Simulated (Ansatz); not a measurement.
Band structure of KPb3 (Pm-3m, 4 atoms in the cell).

```yaml
crystal:
  lattice:
    - [5.10137, 0.00000, 0.00000]
    - [0.00000, 5.10137, 0.00000]
    - [0.00000, 0.00000, 5.10137]
  atoms:
    - { symbol: K, position: [0.00000, 0.00000, 0.00000] }
    - { symbol: Pb, position: [0.00000, 0.50000, 0.50000] }
    - { symbol: Pb, position: [0.50000, 0.00000, 0.50000] }
    - { symbol: Pb, position: [0.50000, 0.50000, 0.00000] }
```

Method: LDA (PW92), PAW files made with PBE (plane waves; Ansatz, a quantum-chemistry and plane-wave program).

Settings: basis.ecutwfc = 30.9 Ry; kpoints.mp_grid.grid = 9 9 9; hamiltonian.xc = lda; hamiltonian.pseudopotentials = {kind: paw} (the program's default PAW files); scf.occupations.method = fermi_dirac; scf.occupations.width = 0.0073 Ry; kpoints.band_path.npoints = 8.

The starting cell comes from a database of computed structures (which also holds hypothetical and non-ambient phases and stackings), without a prior relaxation at this level. Spin-orbit coupling is off.

Levels in eV from the Fermi level, bands 22 to 29:
```tsv
point	22	23	24	25	26	27	28	29
Γ	-6.76	-1.81	-1.81	-1.81	2.20	2.20	2.20	3.00
X	-6.63	-1.12	-1.12	0.01	0.21	0.66	0.66	1.17
M	-8.09	-2.73	-0.85	0.38	0.38	0.72	0.73	0.73
R	-7.95	-3.50	-2.13	-2.13	-2.13	3.01	5.26	5.26
```

Bands cross the Fermi level along this path, so the cell is metallic at this level.

Keys are those of Ansatz 0.2.
